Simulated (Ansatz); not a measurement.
A working Ansatz (a quantum-chemistry and plane-wave program) input for InPPd5 (P1, 7 atoms in the cell) (DFT, PBEsol, plane waves, default PAW files made with PBE):

Ansatz 0.2 input:
```yaml
crystal:
  lattice:
    - [3.953010, 0.000000, 0.000000]
    - [0.000000, 3.953010, 0.000000]
    - [0.000000, 0.000000, 6.970240]
  atoms:
    - { symbol: In, position_ang: [1.862627, 1.919783, 0.069835] }
    - { symbol: P, position_ang: [-0.010843, 0.019310, 3.568707] }
    - { symbol: Pd, position_ang: [-0.013104, 1.981450, 2.049982] }
    - { symbol: Pd, position_ang: [-0.019658, 1.918783, 4.867026] }
    - { symbol: Pd, position_ang: [2.039488, -0.048895, 2.045912] }
    - { symbol: Pd, position_ang: [2.103614, 0.006052, 4.896984] }
    - { symbol: Pd, position_ang: [-0.032608, 0.133031, -0.072846] }
basis:
  ecutwfc: 420.0
kpoints:
  mp_grid: { grid: [6, 6, 4] }
hamiltonian:
  xc: pbesol
  pseudopotentials: { kind: paw }
scf:
  occupations: { method: cold, width: 0.1 }
output:
  forces: true
  eigenvalues: true
  stress: true
```

The run converged in 7 iterations: free energy E − TS (on the zero of these files) -40802.4591 eV; Fermi level (on the code's own zero) 17.49 eV; pressure -1.62 GPa; largest force (vector length) 1.986 eV/Å. Each of these slips is then made, one at a time:

(1)
```diff
-  forces: true
+  force: true
```

(2)
```diff
-  xc: pbesol
+  xc: pbe-sol
```

Task: Predict the outcome of each change.

Result: 
(1) A keyword that the program does not know. The program stopped before any SCF iteration.
```
Error: YAML parse error: error: line 24 column 3: unknown field `force`, expected one of write_density, write_potential, write_potential_components, volumetric_format, write_bands, fatbands, populations, hubbard, elf, band_densities, bader, dos, optics, efg, charged_corrections, wannier, polarization, topological_invariants, transmission, current_v [...]
```

(2) A value that the program does not know. The program stopped before any SCF iteration.
```
Error: YAML parse error: error: line 19 column 7: hamiltonian.xc: unknown variant `pbe-sol`, expected one of `lda`, `lda-pw`, `pw92`, `pbe`, `pbesol`, `rpbe`, `revpbe`, `blyp`, `pbe0`, `revpbe0`, `b3lyp`, `b3lyp5`, `hse06`, `wpbeh`, `hiss`, `lc_wpbe`, `cam_b3lyp`, `hf`, `r2scan`, `r2scanh`, `r2scan0`, `r2scan50`, `mr2scan`
  --> <input>:19:7
   |
1 [...]
```

The starting cell comes from a database of computed structures (which also holds hypothetical and non-ambient phases and stackings), without a prior relaxation at this level. Its atoms were displaced at random from the sites of space group no. 123. Spin polarisation is off. In the base run, forces exceed 1 eV/Å. Ansatz's pressure includes its estimate of the finite-basis (Pulay) stress.

Left out of this page: 4 runs of the series outside the window shown, repeating another row's setting, or not comparable; 1 run of the series unsound by tests on forces, stress, charge or solver warnings.
